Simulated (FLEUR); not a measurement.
Worked example: self-consistent single point of CaMg2 (P-6m2, 6 atoms in the cell) in FLEUR.

Method: PBEsol, all-electron FLAPW (FLEUR), scalar-relativistic valence.

The change in words: lattice scaled by 0.98. Reference geometry:
```
CaMg2
1.0
    3.47284     0.00000     0.00000
   -1.73642     3.00757     0.00000
    0.00000     0.00000    16.63600
Ca Mg
2 4
Direct
  0.00000   0.00000   0.32739
  0.00000   0.00000   0.67261
  0.00000   0.00000   0.00000
  0.66667   0.33333   0.15500
  0.66667   0.33333   0.84500
  0.66667   0.33333   0.50000
```

Reference input (self-consistent single point, DFT, PBEsol, all-electron FLAPW (FLEUR), scalar-relativistic valence): Kmax = 3.8 1/bohr; GmaxXC = 11.4 1/bohr; xcFunctional = PBEs; jspins = 1; l_soc = F; mode = hist; fermiSmearingEnergy = 0.00367493 Htr; mesh (inpgen div1-3) = 8 8 2; inpgen gamma flag = true; Gmax = 11.4 1/bohr; numbands = 0; maxIterBroyd = 15. This run's input differs from it in these lines:

```diff
@@ -3,5 +3,5 @@
 &input film=f /
-6.5627168420 -0.0000000852 0.0000000000
--3.2813583472 5.6834795457 0.0000000000
-0.0000000000 0.0000000000 31.4374875887
+6.4314627090 0.0000002539 0.0000000000
+-3.2157315744 5.5698099625 0.0000000000
+0.0000000000 0.0000000000 30.8087379125
 1.0
@@ -48,5 +48,5 @@
          <bravaisMatrix>
-            <row-1>    6.5627168420000004    -0.0000000852000000     0.0000000000000000</row-1>
-            <row-2>   -3.2813583471999999     5.6834795457000000     0.0000000000000000</row-2>
-            <row-3>    0.0000000000000000     0.0000000000000000    31.4374875887000016</row-3>
+            <row-1>    6.4314627089999998     0.0000002539000000     0.0000000000000000</row-1>
+            <row-2>   -3.2157315743999999     5.5698099624999999     0.0000000000000000</row-2>
+            <row-3>    0.0000000000000000     0.0000000000000000    30.8087379124999998</row-3>
          </bravaisMatrix>
```

The program printed (abridged):

```
 Iteration:     1   Distance:       3.08969690 me/bohr^3
 Iteration:     2   Distance:       2.46731172 me/bohr^3
 Iteration:     3   Distance:       2.18381233 me/bohr^3
 Iteration:     4   Distance:       1.66660593 me/bohr^3
 Iteration:     5   Distance:       1.03434936 me/bohr^3
   [... 12 lines left out ...]
 Iteration:    18   Distance:       0.00009005 me/bohr^3
 Iteration:    19   Distance:       0.00005215 me/bohr^3
 Iteration:    20   Distance:       0.00002206 me/bohr^3
 Iteration:    21   Distance:       0.00000271 me/bohr^3
 Reset of history
 Run finished successfully
 Stop message:
   Structural relaxation: new displacements generated

[file out, last iteration]
             iter=     22
[...]
          total density-effective poten   -3.3864496725E+03
          total charge density-energy d   -1.3456390529E+02
 Updated energy parameters for spin:           1
[...]
 fermi energy and band-weighting factors:

[...]
FERMIE:
          first approx. to ef    (T=0)  :   0.135761 htr   (energy of the highest occ. eigenvalue)
          number of occ. states  (T=0)  :        603
          first approx. to seigv (T=0)  : -68.522627 htr
          sum of weights of occ. states :  30.007812
          sum of semicore charge        :   0.000000 e
FERHIS:  Fermi-Energy by histogram:
          bandgap                     :   0.000832 htr
   [... lines left out ...]
          charge neutrality (T=0)     :   0.015625    (zero if the highest occ. eigenvalue is "entirely" occupied)
     EF_NEWTON:  Adjust Fermi-Energy by Newton-Method.
 Direct bandgap for spin            1 :    1.0152688983409652E-002  Htr
 ---->    free energy=                     -2158.6992099716 htr
   [... lines left out ...]
 TOTAL FORCE FOR ATOM TYPE=  2  X=  0.000   Y=  0.000   Z=  0.000
                       FX_TOT= 0.000000 FY_TOT= 0.000000 FZ_TOT= 0.000000
 TOTAL FORCE FOR ATOM TYPE=  3  X= -3.216   Y=  1.857   Z=  4.775
                       FX_TOT= 0.000000 FY_TOT= 0.000000 FZ_TOT=-0.000621
 TOTAL FORCE FOR ATOM TYPE=  4  X= -3.216   Y=  1.857   Z= 15.404
                       FX_TOT= 0.000000 FY_TOT= 0.000000 FZ_TOT= 0.000000
```

The run converged in 21 iterations. FLEUR gives forces in its relaxation mode, with a further iteration, so its stop message speaks of a relaxation. Against the reference run the free energy goes up by 2.9 meV/atom.

The starting cell comes from a database of computed structures (which also holds hypothetical and non-ambient phases and stackings), without a prior relaxation at this level. Its lattice was rescaled by a random factor within 2.5 % of one. For this run, on top of that: lattice scaled by 0.98. Values depend on the basis (sphere radii, cutoffs, local orbitals), which need not be converged. The log's line on a gap gives a spacing of levels on this mesh, which the program prints for metals too.

Cost on one core of a shared machine: roughly 7 min.
